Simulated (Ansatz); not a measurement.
Take ZnSe in the zinc blende structure (space group F-43m, No. 216) as the base.

```yaml
crystal:
  lattice:
    - [0.00000, 2.81676, 2.81676]
    - [2.81676, 0.00000, 2.81676]
    - [2.81676, 2.81676, 0.00000]
  atoms:
    - { symbol: Se, position: [0.75000, 0.75000, 0.75000] }
    - { symbol: Zn, position: [0.00000, 0.00000, 0.00000] }
```

Levels (all Ansatz, an electronic-structure program, PAW): PBEsol (420 eV, spin-orbit coupling left out); r2SCAN (500 eV, spin-orbit coupling left out); HSE06 (420 eV, no spin-orbit coupling).

One geometry, relaxed with PBEsol, under each level:

Notes on the quantities. hole mass: degenerate bands, along [100].

| level | band gap | lowest conduction level above the VBM at special points | electron mass | hole mass | pressure |
|---|---|---|---|---|---|
| PBEsol | 1.24 eV | Γ 1.24 eV; L 2.48 eV; X 2.80 eV; U 3.46 eV | 0.091 mₑ (at Γ) | 0.096, 0.58, 0.58 mₑ (at Γ) | 0.00 GPa |
| r2SCAN | 1.94 eV | Γ 1.94 eV; L 3.09 eV; X 3.30 eV; U 3.98 eV | 0.13 mₑ (at Γ) | 0.14, 0.58, 0.58 mₑ (at Γ) | 1.15 GPa |
| HSE06 | ? | ? | – | – | – |

Question: Give the withheld HSE06 results.

Answer: 
- HSE06, band gap: 2.50 eV
- HSE06, lowest conduction level above the VBM at special points: Γ 2.50 eV; L 3.69 eV; X 3.81 eV

Single points use the geometry relaxed with PBEsol. Their cutoffs differ, which shifts pressures a little. Masses are band curvatures over ±0.01 Å⁻¹ around the edge. Stability against distortions was not tested.
